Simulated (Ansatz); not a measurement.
**A computed series for WSi2: pressure series**

Start from WSi2 (space group I4/mmm, No. 139).

```
CELL_PARAMETERS angstrom
     -1.61458     1.61458     3.93362
      1.61458    -1.61458     3.93362
      1.61458     1.61458    -3.93362
ATOMIC_POSITIONS crystal
  W  0.00000 0.00000 0.00000
  Si 0.33458 0.33458 0.00000
  Si 0.66542 0.66542 0.00000
```

Cell and atoms are relaxed at each pressure.

Level of theory: plane-wave PAW DFT at the PBE level (Ansatz, a program for electronic structure, 420 eV), no spin-orbit coupling.

Notes on the quantities. enthalpy: H = E + PV relative to the base's energy.

| variant | shortest interatomic distance | enthalpy |
|---|---|---|
| base | 2.603 Å | – |
| pressure −2 GPa | 2.607 Å | -0.17 eV/atom |
| pressure −1 GPa | 2.605 Å | -0.09 eV/atom |
| pressure 3 GPa | 2.596 Å | +0.25 eV/atom |
| pressure 7 GPa | (withheld) | +0.59 eV/atom |
| pressure 15 GPa | 2.573 Å | +1.24 eV/atom |
| pressure 30 GPa | 2.534 Å | +2.42 eV/atom |
| pressure 50 GPa | 2.483 Å | +3.91 eV/atom |
| pressure 75 GPa | 2.433 Å | +5.67 eV/atom |
| pressure 100 GPa | (withheld) | +7.35 eV/atom |

**Question.** Fill in the withheld entries from the trend.

**Answer.** 
- pressure 7 GPa, shortest interatomic distance: 2.588 Å
- pressure 100 GPa, shortest interatomic distance: 2.391 Å

Load acts through the strain it causes; cell and atoms are relaxed under it. No phonon test of stability was made. No other phases were tried under pressure. The final runs are not spin-polarised.
